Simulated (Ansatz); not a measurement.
# What biaxial strain −2.27 %, plane normal [111], relaxed out of plane does to HgS

Consider HgS in the zinc blende structure (space group F-43m, No. 216; a = 5.8760 Å). Axes: x, y, z lie along the cube axes.

Modification: compressive biaxial strain of 2.27 % in the plane normal to [111], as in epitaxy on a mismatched substrate; the out-of-plane cell vector and the atoms relax.

Calculations: PBEsol (Ansatz, a program for electronic structure), without spin-orbit coupling, earlier PAW set. Γ-centred 10×10×10 mesh, Fermi–Dirac width 0.05 eV.

Shortest interatomic distance: 2.512 Å (base 2.544 Å)
Energy relative to the base (free energy F): +7.5 meV/atom
Pressure (mean of the normal stresses, compression positive): 1.4 GPa (base 0.0 GPa)
Band gap: zero (base zero)
Out-of-plane strain: +2.23 % (rough)
Mean in-plane stress (compression positive): +2.1 GPa (rough)

Cost of the whole job for the changed cell (relaxation, final SCF and bands): very roughly 26 core-seconds.

The mesh was chosen for an insulator and is coarse for the gapless case. Without a gap, meshes like the base's 10×10×10 leave anisotropic stresses uncertain by several tenths of a GPa, and small strain energies with them. With Hg present, leaving out spin-orbit coupling can change the band edges. Whether these cells are dynamically stable was not tested. The final runs are not spin-polarised. The zero or small gap of HgS can change with the level of theory.
